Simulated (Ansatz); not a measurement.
Cost and result by functional for the surface energy of the (321) surface of bcc V in its 1x1 cell, outermost plane spacing 0.80 Å in the ideal cut, in Ansatz (plane waves, PAW). Single points on the PBE structure, on one kind of machine; costs are rough ratios of the slab run's core time (references not counted) to the cheapest single point. r2SCAN's cost holds its higher cutoff (500 against 420 eV). Differences are taken against r2SCAN for comparison alone: no measured value is at hand, so the table doesn't rank accuracy.

Model: 14-atom slab, 10.4 Å thick at the start (thin: gaps and levels are the slab's own), 14x6x1 mesh, Fermi-Dirac 0.1 eV, dipole correction, all atoms relaxed; held to the start's symmetry, so lower structures may exist; no spin, no spin-orbit, no U. These notes are the PBE run's.

```
functional                     relative cost  surface energy (J/m²)  less r2SCAN (J/m²)
-----------------------------  -------------  ---------------------  ------------------
RPBE                                       1                   2.49               -0.40
LDA                                        1                   2.99                0.10
PBEsol                                     1                   2.92                0.03
r2SCAN                                     2                   2.89                0.00
PBE (the relaxed run's value)              –                   2.66               -0.23
```

The values span 0.50 J/m², while the single points' costs differ by a factor of roughly 2. Differences are of unrounded values.

Ansatz is a quantum-chemistry and plane-wave program.
